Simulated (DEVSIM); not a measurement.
System: abrupt Si p-n junction, at 300 K.

Layer 1 from the left is Si, thickness (μm) 0.250, Na (cm⁻³) 8.2e17, τn (s) 0.00069, τp (s) 0.00069. Layer 2 from the left is Si, thickness (μm) 0.480, Nd (cm⁻³) 8.3e15, τn (s) 0.00069, τp (s) 0.00069.

Left contact: ohmic. Right contact: ohmic. Voltage is applied to the left contact. Recombination: SRH at mid-gap. Mobility is constant in doping.

Constants are typed, rounded textbook-type inputs, not results; the design itself was drawn at random and stands for no fabricated device. Values at 300 K.

Si: gap (eV) 1.124, affinity (eV) 4.05, permittivity 11.7, Nc (cm⁻³) 2.86e19, Nv (cm⁻³) 3.1e19, μn (cm²/Vs) 1417, μp (cm²/Vs) 470.

Simulated with DEVSIM: 1D drift-diffusion, Boltzmann statistics, complete ionisation; no tunnelling, impact ionisation, image-force lowering or self-heating.

### Question
What does the simulation give for the potential step across the device at zero bias, the dark forward voltage at 1 A/cm², the dark forward voltage at 100 A/cm², the largest field in the device at zero bias?

### Answer
potential step across the device at zero bias 0.820 V; dark forward voltage at 1 A/cm² 0.538 V; dark forward voltage at 100 A/cm² 0.666 V; largest field in the device at zero bias 61000 V/cm.
